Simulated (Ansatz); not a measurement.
Given:

End structure of a constructed model of the (111) surface of fcc Au, a pseudomorphic layer of Sn in the host's stacking (bottom of the slab: a bare face, its two planes held):

```
CELL_PARAMETERS angstrom
      2.93959     0.00000     0.00000
     -1.46980     2.54576     0.00000
      0.00000     0.00000    30.50000
ATOMIC_POSITIONS crystal
  Au 0.33333 0.66667 0.26532
  Au 0.66667 0.33333 0.34402
  Au 0.00000 0.00000 0.42252
  Au 0.33333 0.66667 0.50138
  Au 0.66667 0.33333 0.58047
  Au 0.00000 0.00000 0.66072
  Sn 0.33333 0.66667 0.74350
```

Model: 7-atom slab, 14.3 Å thick at the start, 15x15x1 mesh, Fermi-Dirac 0.1 eV, dipole correction, single point; on the structure that PBE left under its start's symmetry; no spin, no spin-orbit, no U. It is one candidate, not shown to be the stable structure of the face.

Estimate the work function of the top face that r2SCAN, at the PBE geometry (Ansatz, a quantum-chemistry and plane-wave program) returns for this input.

3.70 eV
